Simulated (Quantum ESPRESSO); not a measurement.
Quantum ESPRESSO 7.5, DFT, PBE, plane waves, SSSP 1.1.2 efficiency PBE: bcc Mo, atoms displaced (Mo8), 8 atoms. Basis and mesh were picked for this test and aren't claimed converged.

- cell: 6.29, 6.29, 3.15 Å; 90, 90, 90°
- distance to the nearest atom: 2.26 to 2.56 Å
- task: scf
- k mesh: 2×2×4
- ecutwfc: 45 Ry
- ecutrho: 360 Ry
- occupations: smearing
- smearing: mv
- degauss: 0.02 Ry
- conv_thr: 8e-09 Ry
- tprnfor: true
- tstress: false
- k-point pools (-nk): 4
- diagonalization: david (default)
- k-points computed: 12
- bands: 67
- electrons: 112
- G-vectors of the density: 97067
- FFT grid: 72×72×36

Settings of this run: mixing_mode = plain, mixing_beta = 0.7, mixing_ndim = 4; 8 ranks.

| SCF iteration | band solver's avg # of iterations (first pass) | estimated scf accuracy (Ry) |
|---|---|---|
| 1 | 2.4 | 0.63204722 |
| 2 | 6.1 | 17.81888467 |
| 3 | 8.2 | 0.54290869 |
| 4 | 2.5 | 0.22263803 |
| 5 | 2.1 | 0.04080436 |
| 6 | 5.8 | 0.04613372 |
| 7 | 3.2 | 0.00222396 |
| 8 | 12.6 | 0.01830963 |
| 9 | 7.3 | 0.00068274 |
| 10 | 4.8 | 0.00146667 |
| 11 | 3.9 | 0.00061501 |
| 12 | 3.2 | 0.00072393 |
| 13 | 1.5 | 0.00001815 |
| 14 | 6.8 | 0.00046180 |
| … | … | … |
| 51 | 6.2 | 0.00013859 |
| 52 | 6.8 | 0.00006078 |
| 53 | 6.9 | 0.00012085 |
| 54 | 6.4 | 0.00004981 |
| 55 | 7.3 | 0.00066371 |
| 56 | 6.8 | 0.00006578 |
| 57 | 7.2 | 0.00018985 |
| 58 | 6.2 | 0.00014432 |
| … | … | … |
| 93 | 7.9 | 0.00067209 |
| 94 | 7.2 | 0.00022542 |
| 95 | 6.2 | 0.00009509 |
| 96 | 8.8 | 0.00191380 |
| 97 | 8.1 | 0.00015460 |
| 98 | 6.2 | 0.00027783 |
| 99 | 6.4 | 0.00022845 |
| 100 | 6.4 | 0.00035777 |

It was not converged after the 100 iterations allowed.

Problem. What should be changed so that self-consistency is reached?

Solution. One answer among several that fit: mixing_ndim = 16 (17 SCF iterations) or mixing_ndim = 8 (default) (20 SCF iterations), all else kept. The other changes of this size gave: mixing_ndim = 2 (not converged). With more settings changed, the fewest of all runs of this system: mixing_mode = local-TF, mixing_ndim = 8 (default) (10). Counts are of single runs.
